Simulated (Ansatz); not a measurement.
System: LaN (model structure, started from the zincblende type, F-43m, No. 216, 2 atoms in the cell). Method: PBE-D3(BJ) (Ansatz, a quantum-chemistry and plane-wave program, PAW).

Settings: plane-wave cutoff 520 eV, 10×10×10 k mesh, Fermi–Dirac smearing 0.01 eV, scalar-relativistic PAW data made under PBE.

Cell (relaxed at this level):

```cif
data_LaN
_chemical_formula_sum 'N1 La1'
_space_group_name_H-M_alt 'P 1'
_space_group_IT_number 1
_cell_length_a 3.93640
_cell_length_b 3.93640
_cell_length_c 3.93640
_cell_angle_alpha 60.000
_cell_angle_beta 60.000
_cell_angle_gamma 60.000
loop_
_space_group_symop_operation_xyz
  'x, y, z'
loop_
_atom_site_label
_atom_site_type_symbol
_atom_site_fract_x
_atom_site_fract_y
_atom_site_fract_z
_atom_site_occupancy
N1 N 0.75000 0.75000 0.75000 1
La1 La 0.00000 0.00000 0.00000 1
```

Task: Estimate the band gap and direct gap at Γ that the calculation returns.

Result: 
- band gap = 1.18 eV (on the SCF k mesh)
- direct gap at Γ = 3.21 eV

Note: the relaxation could raise the start's symmetry but not lower it, so the cell can be a saddle point.

Spin–orbit coupling is not included.

Static lattice: no zero-point or thermal effects.

The result took around 9 core-seconds (rough).

A model structure was made by putting elements into a prototype or built by hand; it is no filed structure, need not be a known phase, and can be a saddle point held by its symmetry.
